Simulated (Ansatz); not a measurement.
## BN: response to strain

The reference is BN in the zinc blende structure (space group F-43m, No. 216; a = 3.606 Å). Axes: x, y, z lie along the cube axes.

Strains are applied to the cell and any free atomic positions relax; under biaxial strain the out-of-plane vector relaxes too.

Calculations: PBEsol, PAW, 420 eV (Ansatz, an electronic-structure program; no SOC).

```json
[
 {"biaxial strain, plane normal [111], relaxed out of plane (%)": "0", "band gap (eV)": "4.30"},
 {"biaxial strain, plane normal [111], relaxed out of plane (%)": "0.42", "band gap (eV)": "4.27"},
 {"biaxial strain, plane normal [111], relaxed out of plane (%)": "0.83", "band gap (eV)": "4.25"},
 {"biaxial strain, plane normal [111], relaxed out of plane (%)": "1.25", "band gap (eV)": "4.22"},
 {"biaxial strain, plane normal [111], relaxed out of plane (%)": "1.67", "band gap (eV)": "4.20"},
 {"biaxial strain, plane normal [111], relaxed out of plane (%)": "2.08", "band gap (eV)": "?"},
 {"biaxial strain, plane normal [111], relaxed out of plane (%)": "2.5", "band gap (eV)": "4.15"}
]
```

Task: Fit E_g = E₀ + Dε (ε in %) to the rows shown and predict the withheld row.

Result: Least squares on the printed values gives E₀ = 4.30 eV, D = -59.3 meV per % of strain (largest residual 0.00 eV); this predicts 4.17 eV, and the run gives 4.18 eV, in agreement.

Whether these cells are dynamically stable was not tested.
